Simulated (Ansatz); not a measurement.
The reference is Nb in the bcc (W type) structure (space group Im-3m, No. 229; relaxed with 0.1 eV smearing).

```
CELL_PARAMETERS angstrom
     -1.63645     1.63645     1.63645
      1.63645    -1.63645     1.63645
      1.63645     1.63645    -1.63645
ATOMIC_POSITIONS crystal
  Nb 0.00000 0.00000 0.00000
```

Computed with Kohn–Sham DFT with the PBEsol functional, run in Ansatz (an electronic-structure program) with PAW and 420 eV plane waves, no spin-orbit coupling, earlier PAW set.

Before the change:

| Item | Value |
|---|---|
| Pressure | 0.0 GPa |

One thing is altered: the cell is scaled by 1.0126 in all directions, atoms relaxed at fixed cell.

### Question
What does the calculation give for the pressure and energy relative to the base after the change?

### Answer
The pressure goes from zero to -6.3 GPa; the energy grows by 14 meV/atom.

The cells carry an imposed strain or load. Stability against distortions was not tested. All final runs are without spin polarisation.
